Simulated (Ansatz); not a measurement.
# SnO under a change: uniaxial strain ε_xx = −1.20 %

Take SnO (space group P4/nmm, No. 129; a = 3.7685 Å, c = 4.5571 Å; layered, stacked along the Cartesian z axis; relaxed with 0.1 eV smearing) as the base. Axes: x, y, z lie along a, b, c of the conventional cell.

The change: uniaxial strain ε_xx = −1.20 %, all other strain components held at zero; the atoms relax in the strained cell.

Calculations: DFT with PBEsol-D3(BJ), PAW potentials and a 420 eV plane-wave cutoff in Ansatz (an electronic-structure program), no spin-orbit coupling. Γ-centred 15×15×13 mesh, Fermi–Dirac width 0.1 eV.

```tsv
quantity	base	changed	shift
volume per atom	16.18 Å³	15.99 Å³	-0.19 Å³
shortest interatomic distance	2.211 Å	2.201 Å	-0.010 Å
energy relative to the base (free energy F)	0 meV/atom	+0.8 meV/atom	+0.8 meV/atom
pressure (mean of the normal stresses, compression positive)	0.0 GPa	0.9 GPa	+0.9 GPa
band gap	zero	zero	–
largest internal atomic displacement	–	0.011 Å	–
stress (xx, yy, zz, yz, xz, xy; compression positive)	–	(1.3, 1.1, 0.2, 0.0, 0.0, 0.0) GPa	–
```

Cost of the whole job for the changed cell (relaxation, final SCF and bands): about 2.3 core-minutes (a rough figure).

No phonon test of stability was made. The final runs are not spin-polarised. A zero or small gap of SnO can be the functional's error rather than a property of the material.
